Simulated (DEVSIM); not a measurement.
Device: Schottky contact on n-type β-Ga2O3, at 300 K.

| layer (left to right) | material | thickness (μm) | Nd (cm⁻³) | τn (s) | τp (s) |
|---|---|---|---|---|---|
| 1 | β-Ga2O3 | 4.70 | 1e16 | 8.9e-9 | 8.9e-9 |
| 2 | β-Ga2O3 | 29.0 | 1.8e18 | 8.9e-9 | 8.9e-9 |

Left contact: Schottky, work function 5.71 eV, emission velocity 4.1e6 cm/s. Right contact: ohmic. Voltage is applied to the left contact. Recombination: SRH at mid-gap, Auger. Mobility is μmin + (μ − μmin)/(1 + (N/Nref)^α).

The device is made up for the run: typed textbook-type constants, with dimensions and the other settings drawn at random. Values at 300 K.

```
parameter      β-Ga2O3
-------------  -------
gap (eV)           4.8
affinity (eV)        4
permittivity        10
Nc (cm⁻³)       3.7e18
Nv (cm⁻³)         5e20
μn (cm²/Vs)        160
μp (cm²/Vs)          1
μn,min              20
μp,min             0.1
Nref,n            1e18
Nref,p            1e18
αn                 0.8
αp                 0.8
Cn (cm⁶/s)       1e-31
Cp (cm⁶/s)       1e-31
```

DEVSIM, 1D drift-diffusion, Boltzmann statistics, complete ionisation; no tunnelling, impact ionisation, image-force lowering or self-heating. Metal contacts follow the ideal Schottky-Mott rule: no Fermi-level pinning, no interface dipoles.

Base results: potential step across the device at zero bias (V) 1.691; dark forward voltage at 100 A/cm² (V) 1.678.

What follows from this one change: doping Nd of layer 2 1.8e+18 → 5.4e+17 cm^-3?

potential step across the device at zero bias 1.691 → 1.660 V; dark forward voltage at 100 A/cm² 1.678 → 1.695 V.

What follows from this one change: constant mobility in place of the doping-dependent one?

potential step across the device at zero bias little changed (1.691 V); dark forward voltage at 100 A/cm² 1.678 → 1.666 V.
